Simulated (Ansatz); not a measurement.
Amorphous In24O35F2, 61 atoms at 6.44 g/cm³, one PBE-relaxed geometry, zone centre. Methods: PBE, scalar-relativistic without spin-orbit coupling (Ansatz, an electronic-structure program); r2SCAN, scalar-relativistic without spin-orbit coupling (Ansatz); HSE06, scalar-relativistic without spin-orbit coupling (Ansatz). Plane waves to 420 eV (r2SCAN 500 eV); exact exchange is cut at the cell's faces. At PBE the levels at the filled edge of the gap are localised (band-tail or defect states). All rungs ran without spin polarisation.

It comes from a melt-quench run on a machine-learned potential (CHGNet), relaxed afterwards by DFT. O and F atoms were pushed apart under 1.9 Å during the dynamics, to hinder bonds among them. The hot cell started wider than the set density and was brought back towards it in steps. It is the lowest in DFT energy of 2 quenches. It is a model cell: composition and starting density were chosen by hand, and all elements were melted together. No dispersion term was used. Its density started from a set value of 6.44 and ended at 6.44 g/cm³. Cooling (nominally 330 K/ps over its main leg) ran many orders faster than in experiment, which tends to leave more defects and strain. One small periodic cell is one sample of the glass; other quenches scatter about these values. The volume was held where the preparation left it, at a PBE pressure of -1.0 GPa (tension). Stress components on the final sampling reach 2.4 GPa.

The relaxation ran on the zone centre alone. At PBE the level gap is 0.36 eV on a 2×2×2 Γ-centred mesh, and the spacing at the zone centre alone 0.37 eV.

Task: What zone-centre spacing does r2SCAN give, roughly?

Result: 0.79 eV (+0.41 eV against PBE).

Task: What zone-centre spacing does HSE06 give, roughly?

Result: 1.72 eV (+1.35 eV against PBE).

The highest filled and the lowest empty state spread over these numbers of atoms (participation numbers): PBE: 8.6 and 55.7; r2SCAN: 7.2 and 55.8; HSE06: 6.9 and 55.4.
